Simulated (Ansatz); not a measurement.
Take PbClF (space group P4/nmm, No. 129; a = 4.068 Å, c = 7.193 Å) as the base. Axes: x, y, z lie along a, b, c of the conventional cell.

Now apply this change: uniaxial stress, 1 GPa compression along x, with the cell and atoms free to relax against it.

Method: PBEsol/PAW in Ansatz (an electronic-structure program), no SOC.

### Question
Give the band edges at the high-symmetry points of the new zone, measured from its valence-band maximum.

### Answer
| point | valence edge (eV) | conduction edge (eV) |
|---|---|---|
| Γ | -0.29 | 4.34 |
| X | -0.14 | 4.24 |
| S | -0.61 | 4.99 |
| Y | -0.08 | 4.40 |
| Z | -0.06 | 3.29 |
| U | -0.17 | 4.04 |
| R | -1.15 | 5.07 |
| T | -0.12 | 4.18 |

The gap is 3.29 eV, indirect, T–Z (22 % along) → Z.

Spin-orbit coupling, missing from the scalar runs, can matter with Pb. Load acts through the strain it causes; cell and atoms are relaxed under it. Stability under load was not tested beyond the relaxation. Labels are those of the standard path for the cell's own space group.
